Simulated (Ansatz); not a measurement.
Consider BAs in the zinc blende structure (space group F-43m, No. 216; a = 4.7679 Å). Axes: x, y, z lie along the cube axes.

All numbers come from Kohn–Sham DFT with the PBEsol functional, run in Ansatz (a quantum-chemistry and plane-wave program) with PAW and 420 eV plane waves, spin-orbit coupling left out.

Perturbation: a pure shear with ε_yz = ε_zy = -0.0142, atoms relaxed at fixed cell.

### Question
Predict the stress tensor and what it implies for the stiffness.

### Answer
Stress of the strained cell less that of the base (GPa, compression positive):
```
  -0.02    0.00    0.00
   0.00    0.13    4.26
   0.00    4.26    0.13
```

Then −Δσ/γ with γ = 2ε = -0.0284 gives secant stiffness values (nonlinear terms included at this strain): C44 ≈ 150 GPa.

As a check, the harmonic strain energy −½ V₀ Δσ:ε is 5.1 meV/atom; the computed energy rise is 5.1 meV/atom.

Stability against distortions was not tested.
